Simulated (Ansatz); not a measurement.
A 64-atom cell of (Si,Sn) started in the diamond structure, site fractions Si 0.750, Sn 0.250, short-range order -0.04 among the nearest mixed sites (0 is random, a negative value favours unlike neighbours), space group P1 at the end. The mixed sublattice has 64 sites.

The mixing enthalpy is taken against the end members in the diamond type, relaxed in the same cell and mesh.

Level of theory: PBE (plane waves to 420 eV, PAW; Ansatz, an electronic-structure program). Spin–orbit coupling is left out. Its k-point mesh 2×2×2 shifted by 0.5, 0.5, 0.5, Fermi–Dirac width 0.01 eV.

```csv
cell,energy at zero smearing (eV)
Si,-40691.765
Sn,-385549.245
SnSi3,-126898.855
```

Question: Work out the mixing enthalpy per mixed site and the interaction parameter Ω of a regular solution.

Answer: With x = 16/64 of the second end member, ΔH = [-126898.855 − 48/64 × (-40691.765) − 16/64 × (-385549.245)] / 64 = 113.7 meV against the separate end members. Ω = ΔH / x(1 − x) = 606 meV, which puts the top of the miscibility gap of this model at Ω / 2k = 3520 K.
